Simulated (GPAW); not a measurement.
Band structure of CsAuBr₃ (Pm-3m, 5 atoms in the cell).

```yaml
crystal:
  lattice:
    - [5.43916, 0.00000, 0.00000]
    - [0.00000, 5.43916, 0.00000]
    - [0.00000, 0.00000, 5.43916]
  atoms:
    - { symbol: Cs, position: [0.50000, 0.50000, 0.50000] }
    - { symbol: Au, position: [0.00000, 0.00000, 0.00000] }
    - { symbol: Br, position: [0.00000, 0.00000, 0.50000] }
    - { symbol: Br, position: [0.50000, 0.00000, 0.00000] }
    - { symbol: Br, position: [0.00000, 0.50000, 0.00000] }
```

Level of theory: PBEsol, GPAW PAW datasets PBEsol (made by gpaw-setup) (plane waves; GPAW).

Settings: mode = pw; ecut = 600 eV; xc = PBEsol; kpts = 5 5 5; mesh shift (steps) = 0 0 0; occupations.name = fermi-dirac; occupations.width = 0.1 eV; nbands = -13; convergence.forces = 0.001 eV/Å; symmetry.symmorphic = false; symmetry.tolerance = 0.0005; maxiter = 100; bandpath_npoints = 40.

The starting cell comes from a database of computed structures (which also holds hypothetical and non-ambient phases and stackings), without a prior relaxation at this level. Its lattice was rescaled by a random factor within 2.5 % of one. Spin-orbit coupling is off.

Levels in eV from the Fermi level, bands 17 to 24:
```csv
point,17,18,19,20,21,22,23,24
Γ,-1.45,-1.45,-1.09,-1.09,-1.09,0.03,4.35,4.87
X,-1.69,-1.35,-1.35,-1.05,-1.05,3.73,5.92,6.33
M,-1.54,-1.17,-1.17,-0.76,1.33,5.25,6.32,6.32
R,-0.74,-0.74,-0.74,1.34,1.34,4.85,4.85,4.85
```

Bands cross the Fermi level along this path, so the cell is metallic at this level.
